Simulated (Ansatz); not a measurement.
Given:

```xyz
4
Lattice="3.8386 0.0000 0.0000 0.0000 3.8386 0.0000 0.0000 0.0000 4.7239" Properties=species:S:1:pos:R:3 pbc="T T T"
Sn     1.9193     0.0000     1.1305
Sn     0.0000     1.9193     3.5934
O      0.0000     0.0000     0.0000
O      1.9193     1.9193     0.0000
```

No spin polarisation.

Level of theory: r2SCAN+rVV10 (Ansatz, a quantum-chemistry and plane-wave program), no SOC, earlier PAW set. Settings: 9×9×7 k-points, 0.05 eV Fermi–Dirac smearing.

### Question
Predict the band gap, gap character, pressure and space group.

### Answer
* **Band gap**: 0.22 eV
* **Gap character**: indirect, Γ → M
* **Pressure (mean of the normal stresses, compression positive)**: -1.5 GPa
* **Space group**: P4/nmm (No. 129)

The cells carry an imposed strain or load. No phonon test of stability was made. The cell was made from SnO in the litharge type structure (space group P4/nmm, No. 129; layered, stacked along the Cartesian z axis) by this change: biaxial strain +1.21 %, plane normal [001], relaxed out of plane. The zero or small gap of SnO can change with the level of theory.
